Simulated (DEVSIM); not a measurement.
System: abrupt InP p-n junction, at 250 K.

```
layer (left to right)  material  thickness (μm)  Nd (cm⁻³)  Na (cm⁻³)  τn (s)  τp (s)
---------------------  --------  --------------  ---------  ---------  ------  ------
1                           InP            7.30          -     7.3e17  5.4e-9  5.4e-9
2                           InP            89.0       1e17          -  5.4e-9  1.6e-8
```

Left contact: ohmic. Right contact: ohmic. Voltage is applied to the left contact. Recombination: SRH at mid-gap, radiative. Mobility is μmin + (μ − μmin)/(1 + (N/Nref)^α).

Constants are typed, rounded textbook-type inputs, not results; the design itself was drawn at random and stands for no fabricated device. Values at 300 K; Nc and Nv go as T^1.5, mobilities as T to minus their exponent, the gap by Varshni's rule with the affinity fixed.

| parameter | InP |
|---|---|
| gap (eV) | 1.344 |
| affinity (eV) | 4.38 |
| permittivity | 12.5 |
| Nc (cm⁻³) | 5.7e17 |
| Nv (cm⁻³) | 1.1e19 |
| μn (cm²/Vs) | 5200 |
| μp (cm²/Vs) | 170 |
| μn,min | 400 |
| μp,min | 10 |
| Nref,n | 3e17 |
| Nref,p | 4.9e17 |
| αn | 0.47 |
| αp | 0.62 |
| T exponent of μn | 2 |
| T exponent of μp | 2 |
| B (cm³/s) | 1.2e-10 |
| Varshni α (eV/K) | 0.000363 |
| Varshni β (K) | 162 |

DEVSIM, 1D drift-diffusion, Boltzmann statistics, complete ionisation; no tunnelling, impact ionisation, image-force lowering or self-heating.

Tabulate band edges, carrier densities and field at 1.0 V on the left contact.

Energies count from the Fermi level of the right contact; mesh points crowd at the junctions.

| x (μm) | Ec (eV) | Ev (eV) | n (cm⁻³) | p (cm⁻³) | field (V/cm) |
|---|---|---|---|---|---|
| 0.000 | 0.307 | -1.052 | < 1e2 | 7.3e17 | ≈ 0 |
| 0.04806 | 0.307 | -1.052 | 1.3e9 | 7.3e17 | ≈ 0 |
| 0.1917 | 0.307 | -1.052 | 5.3e9 | 7.3e17 | ≈ 0 |
| 0.6209 | 0.307 | -1.052 | 1.7e10 | 7.3e17 | ≈ 0 |
| 2.642 | 0.307 | -1.052 | 7.6e10 | 7.3e17 | ≈ 0 |
| 5.624 | 0.307 | -1.052 | 1.9e11 | 7.3e17 | ≈ 0 |
| 6.755 | 0.307 | -1.052 | 2.5e11 | 7.3e17 | ≈ 0 |
| 7.192 | 0.307 | -1.052 | 2.7e11 | 7.3e17 | ≈ 0 |
| 7.280 | 0.306 | -1.054 | 2.9e11 | 7.0e17 | -2100 |
| 7.315 | 0.154 | -1.205 | 3.4e14 | 6.1e14 | -54000 |
| 7.394 | 0.032 | -1.328 | 9.8e16 | 2.0e12 | -400 |
| 7.768 | 0.032 | -1.328 | 1.0e17 | 1.7e12 | ≈ 0 |
| 8.755 | 0.032 | -1.328 | 1.0e17 | 1.1e12 | ≈ 0 |
| 11.73 | 0.032 | -1.328 | 1.0e17 | 3.0e11 | ≈ 0 |
| 26.61 | 0.032 | -1.328 | 1.0e17 | 4.5e8 | ≈ 0 |
| 61.47 | 0.032 | -1.328 | 1.0e17 | 140 | ≈ 0 |
| 84.74 | 0.032 | -1.328 | 1.0e17 | < 1e2 | ≈ 0 |
| 92.47 | 0.032 | -1.328 | 1.0e17 | < 1e2 | ≈ 0 |
| 95.40 | 0.032 | -1.328 | 1.0e17 | < 1e2 | ≈ 0 |
| 96.02 | 0.032 | -1.328 | 1.0e17 | < 1e2 | ≈ 0 |
| 96.22 | 0.032 | -1.328 | 1.0e17 | < 1e2 | ≈ 0 |
| 96.30 | 0.032 | -1.328 | 1.0e17 | < 1e2 | ≈ 0 |
